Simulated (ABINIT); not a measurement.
## Several settings converged on AgAu₃ (I4mm, 4 atoms in the cell)

```
CELL_PARAMETERS angstrom
     -2.04632     2.04632     4.14193
      2.04632    -2.04632     4.14193
      2.04632     2.04632    -4.14193
ATOMIC_POSITIONS crystal
  Ag 0.00604 0.00604 0.00000
  Au 0.75000 0.25000 0.50000
  Au 0.25000 0.75000 0.50000
  Au 0.50000 0.50000 0.00000
```

Base method: PBEsol, norm-conserving pseudopotentials (PseudoDojo nc-sr-04 PBEsol standard) (plane waves; ABINIT).

Base settings: pseudos = [Ag.upf, Au.upf]; ecut = 41 Ha; occopt = 3; tsmear = 0.1 eV; ngkpt = 4 4 4; nshiftk = 1; shiftk = 0 0 0; potentials = PseudoDojo nc-sr-04 PBEsol standard; nband = 48; kptopt = 1.

The count of work is k-points × plane waves × bands × iterations; it is no time. Core times come from one kind of shared machine, to one figure; runs under 30 s give none.

**The plane-wave cutoff**

The second cell is the first with its lattice scaled by 0.98.

The mesh stays at the base's, so the ladder's end is converged at best in this setting alone.

Only quantities that move along the ladder and can be compared are tabulated.

```csv
ecut,free energy less the last step's (meV/atom),energy of the compressed cell less the first (meV/atom),pressure (GPa),largest difference of a force vector from the last step's (eV/Å),count of work / last,core time / last (rough)
14 Ha,20681.63,9.15,-489.67,0.033,0.22,0.3
18 Ha,6897.56,20.37,-217.69,0.030,0.29,0.4
23 Ha,1576.42,3.77,-75.29,0.031,0.42,0.6
33 Ha,31.88,1.63,-7.56,0.001,0.72,0.5
41 Ha,0.00,1.80,-4.46,0.000,1.0,1
```

Coarsest ecut that holds the pressure within 1 GPa: not settled: the last two steps still differ by 3.1 GPa, over half the tolerance, so the ladder does not show it.

Coarsest ecut that holds the forces within 0.01 eV/Å of the last step, with all finer ones: 33 Ha; the step before is off by 0.031 eV/Å.

Coarsest ecut that holds the free energy within 5 meV/atom: not settled: the last two steps still differ by 32 meV/atom, over half the tolerance, so the ladder does not show it.

At the lowest cutoff the pressure lies 485 GPa under the last step's, the usual sign of Pulay stress in an incomplete plane-wave basis.

**The cutoff for other potential files**

Level: DFT, PBEsol, plane waves, PAW (JTH v2.0 PBE PAW, files made for PBE).

In this ladder: pseudos = [Ag.GGA_PBE-JTH.xml, Au.GGA_PBE-JTH.xml]; nband = 29; potentials = JTH v2.0 PBE PAW; pawxcdev = 0; ixc = -116133. Moved along: pawecutdg.

The mesh stays at the base's, so the ladder's end is converged at best in this setting alone.

Only quantities that move along the ladder and can be compared are tabulated.

```tsv
ecut	free energy less the last step's (meV/atom)	pressure (GPa)	largest difference of a force vector from the last step's (eV/Å)	count of work / last	core time / last (rough)
12 Ha	43.14	-5.22	0.009	0.30	0.6
14 Ha	13.67	-3.87	0.003	0.36	1
18 Ha	6.77	-3.87	0.001	0.68	1
31 Ha	0.00	-3.81	0.000	1.0	1
```

Coarsest ecut that holds the pressure within 0.2 GPa of the last step, with all finer ones: 14 Ha, at 0.36 of the last step's count of work; the step before is off by 1.4 GPa.

Coarsest ecut that holds the free energy within 5 meV/atom: not settled: the last two steps still differ by 6.8 meV/atom, over half the tolerance, so the ladder does not show it.

At the lowest cutoff the pressure lies 1.4 GPa under the last step's, the usual sign of Pulay stress in an incomplete plane-wave basis.

On the base run: the starting cell comes from a database of computed structures (which also holds hypothetical and non-ambient phases and stackings), without a prior relaxation at this level. Its lattice was rescaled by up to half a per cent. One atom was moved a little off its site on purpose. In the base run, with a pressure of about -4 GPa the cell is away from its equilibrium volume at this level. Without a gap this mesh is coarse (it stands for a supercell whose shortest vector is 16 Å).
